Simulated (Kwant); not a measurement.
Model system: quantum point contact (saddle potential) in a GaN two-dimensional gas. Effective mass 0.22 mₑ, grid spacing 10 nm, hard walls, nominal width 200 nm (19 grid rows, so walls 200 nm apart), one parabolic valley, scattering region 600 nm long along x; energies count from the band bottom; Fermi energy 0.000891 eV. Potential (V0 + ½k y²) cos²(πx/L) for |x| < L/2, with V0 swept from 0.00093555 to 0 eV, k = 7.3e-07 eV/nm², L = 200 nm. Perpendicular field 0.12 T, also in the leads; orbital effect alone.

The device is made up for the run: typed textbook-type constants, with dimensions and the other settings drawn at random.

Computed with Kwant: effective-mass tight-binding model on a square grid, one spin, coherent transport at 0 K. Conductance is in e²/h.

Sweep values stay those of the base run.

The Fermi energy was swept, all else fixed.

| Fermi energy (eV) | G (e²/h) at V0 = 0.7051 meV | G (e²/h) at V0 = 0.4746 meV | mean G (e²/h) over the sweep | G (e²/h) at V0 = 0.2441 meV |
|---|---|---|---|---|
| 0.00045 | 0.00012 | 0.0035 | 0.23 | 0.26 |
| 0.00062 | 0.0029 | 0.12 | 0.41 | 0.96 |
| 0.00076 | 0.036 | 0.69 | 0.60 | 1.01 |
| 0.000891 | 0.27 | 0.96 | 0.86 | 1.13 |
| 0.0011 | 0.92 | 1.12 | 1.29 | 1.90 |
| 0.0013 | 1.10 | 1.80 | 1.68 | 2.04 |

From the first row to the last the G at V0 = 0.7051 meV goes from 0.00012 to 1.10. From the first row to the last the G at V0 = 0.4746 meV goes from 0.0035 to 1.80.
